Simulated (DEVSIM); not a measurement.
Device: W/SiO2/n-Si capacitor, at 500 K.

```tsv
layer (left to right)	material	thickness (nm)	Nd (cm⁻³)
1	SiO2	2.00	-
2	Si	2400	5.8e16
```

Metal gate on the left, work function 4.6 eV. Fixed charge at the semiconductor interface 0 cm⁻² (in units of +e); no interface traps.

Constants are typed, rounded textbook-type inputs, not results; the design itself was drawn at random and stands for no fabricated device. Values at 300 K; Nc and Nv go as T^1.5, mobilities as T to minus their exponent, the gap by Varshni's rule with the affinity fixed.

| parameter | SiO2 | Si |
|---|---|---|
| gap (eV) | 9 | 1.124 |
| affinity (eV) | 0.9 | 4.05 |
| permittivity | 3.9 | 11.7 |
| Nc (cm⁻³) | - | 2.86e19 |
| Nv (cm⁻³) | - | 3.1e19 |
| Varshni α (eV/K) | - | 0.000473 |
| Varshni β (K) | - | 636 |

Model (solved in DEVSIM): 1D Poisson equation in equilibrium, Boltzmann statistics, complete ionisation; no quantum confinement or tunnelling. Metal contacts follow the ideal Schottky-Mott rule: no Fermi-level pinning, no interface dipoles.

Q: Tabulate band edges, carrier densities and field at -0.2 V on the gate.

A: Energies count from the Fermi level of the right contact; mesh points crowd at the junctions.

| x (μm) | Ec (eV) | Ev (eV) | n (cm⁻³) | p (cm⁻³) | field (V/cm) |
|---|---|---|---|---|---|
| 0.000 | 3.900 | -5.100 | < 1e2 | < 1e2 | -240000 |
| 0.0007497 | 3.882 | -5.118 | < 1e2 | < 1e2 | -240000 |
| 0.001452 | 3.865 | -5.135 | < 1e2 | < 1e2 | -240000 |
| 0.002214 | 0.700 | -0.366 | 5.5e12 | 1.4e16 | -81000 |
| 0.004271 | 0.683 | -0.382 | 8.0e12 | 9.4e15 | -79000 |
| 0.007596 | 0.657 | -0.408 | 1.5e13 | 5.2e15 | -76000 |
| 0.01414 | 0.610 | -0.455 | 4.4e13 | 1.7e15 | -69000 |
| 0.03403 | 0.490 | -0.575 | 7.1e14 | 1.1e14 | -51000 |
| 0.06844 | 0.363 | -0.702 | 1.3e16 | 5.6e12 | -23000 |
| 0.1339 | 0.304 | -0.761 | 5.3e16 | 1.4e12 | -1800 |
| 0.2628 | 0.300 | -0.765 | 5.8e16 | 1.3e12 | ≈ 0 |
| 0.6546 | 0.300 | -0.765 | 5.8e16 | 1.3e12 | ≈ 0 |
| 1.281 | 0.300 | -0.765 | 5.8e16 | 1.3e12 | ≈ 0 |
| 1.852 | 0.300 | -0.765 | 5.8e16 | 1.3e12 | ≈ 0 |
| 2.182 | 0.300 | -0.765 | 5.8e16 | 1.3e12 | ≈ 0 |
| 2.291 | 0.300 | -0.765 | 5.8e16 | 1.3e12 | ≈ 0 |
| 2.346 | 0.300 | -0.765 | 5.8e16 | 1.3e12 | ≈ 0 |
| 2.374 | 0.300 | -0.765 | 5.8e16 | 1.3e12 | ≈ 0 |
| 2.392 | 0.300 | -0.765 | 5.8e16 | 1.3e12 | ≈ 0 |
| 2.397 | 0.300 | -0.765 | 5.8e16 | 1.3e12 | ≈ 0 |
| 2.400 | 0.300 | -0.765 | 5.8e16 | 1.3e12 | ≈ 0 |
| 2.402 | 0.300 | -0.765 | 5.8e16 | 1.3e12 | ≈ 0 |
